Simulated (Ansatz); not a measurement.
Input and output of a self-consistent single point for MgB2 (P6mm, 3 atoms in the cell) (Ansatz, a program for electronic structure).

Level of theory: PBEsol, default PAW files made with PBE (plane waves; Ansatz).

```xyz
3
Lattice="1.5527 -2.6894 0.0000 1.5527 2.6894 0.0000 0.0000 0.0000 3.5376" Properties=species:S:1:pos:R:3 pbc="T T T"
Mg     0.0000     0.0000     0.0500
B      1.5527     0.8965     1.7688
B      1.5527    -0.8965     1.7688
```

Reference input (self-consistent single point, DFT, PBEsol, plane waves, default PAW files made with PBE): basis.ecutwfc = 420 eV; kpoints.mp_grid.grid = 12 12 9; hamiltonian.xc = pbesol; hamiltonian.pseudopotentials = {kind: paw} (the program's default PAW files); scf.occupations.method = fermi_dirac; scf.occupations.width = 0.1 eV. This run's input differs from it in these lines:

Ansatz 0.2 input:
```diff
@@ -10,3 +10,3 @@
 basis:
-  ecutwfc: 420.0
+  ecutwfc: 250.0
 kpoints:
```

The program printed (abridged):

```
SCF iter   1: F=—  HF=-2217.267635 eV  |F-HF|=—  |Δ(HF+E_count)|=         —  Δρ=9.58e-3  dr2=1.62e-2  ethr=1.77e-3  ⟨swp⟩=5.0  Hψ=5816  notcnv=0
all-band conjugate gradients solve this SCF's bands
preconditioner: auto → none
SCF iter   2: F=—  HF=-2217.261441 eV  |F-HF|=—  |Δ(HF+E_count)|=   6.19e-3  Δρ=4.52e-3  dr2=4.77e-3  ethr=1.01e-4  ⟨swp⟩=2.0  Hψ=2508  notcnv=0
SCF iter   3: F=—  HF=-2217.260208 eV  |F-HF|=—  |Δ(HF+E_count)|=   1.23e-3  Δρ=9.51e-4  dr2=2.70e-4  ethr=2.98e-5  ⟨swp⟩=2.2  Hψ=1579  notcnv=0
SCF iter   4: F=—  HF=-2217.260132 eV  |F-HF|=—  |Δ(HF+E_count)|=   7.58e-5  Δρ=3.47e-4  dr2=8.77e-6  ethr=1.69e-6  ⟨swp⟩=2.0  Hψ=1435  notcnv=0
SCF iter   5: F=—  HF=-2217.260190 eV  |F-HF|=—  |Δ(HF+E_count)|=   5.79e-5  Δρ=3.78e-5  dr2=1.27e-7  ethr=5.48e-8  ⟨swp⟩=2.0  Hψ=1581  notcnv=0
SCF iter   6: F=-2217.260191 eV  HF=-2217.260191 eV  |F-HF|=3.25e-10  |Δ(HF+E_count)|=   1.13e-7  Δρ=1.97e-6  dr2=4.51e-10  ethr=6.25e-10  ⟨swp⟩=4.3  Hψ=3657  notcnv=0
SCF 1 converged in 6 iterations: F = -2217.260191 eV  dr2 = 4.51e-10
Free energy (F): -2217.260191 eV
Internal energy: -2217.239311 eV  (E = F + TS)
E sigma→0 (E₀):  -2217.249751 eV
Entropy (-TS):   -0.020879 eV (-6.960 meV/atom)
Fermi energy:    8.977823 eV
--- Forces (eV/Å), atoms counted from 1 ---
  atom   1  Mg     0.00000000     0.00000000    -0.31947691
  atom   2  B     -0.00000000     0.00000000     0.15974412
  atom   3  B      0.00000000    -0.00000000     0.15974412
--- Stress (GPa, compression-positive) ---
       -6.442602      -0.000000       0.000000
       -0.000000      -6.442602       0.000000
        0.000000       0.000000      -3.283006
  P = ⅓ Tr σ = -5.3894 GPa (-53.894 kbar)
  The stress holds the Pulay correction. Without it, at fixed plane waves, as pw.x and ABINIT print it: P = -19.6334 GPa
```

The run converged in 6 iterations. Against the reference run the free energy goes up by 172 meV/atom, the pressure goes from -5.51 to -5.39 GPa and the largest force goes from 0.304 to 0.319 eV/Å.

The starting cell has typed, rounded lattice constants, without a prior relaxation at this level. Its lattice was rescaled by up to half a per cent. One atom was moved a little off its site on purpose. Ansatz's pressure includes its estimate of the finite-basis (Pulay) stress. Without the estimate this run gives -19.63 GPa. The cutoff lies below the one recommended for these files.
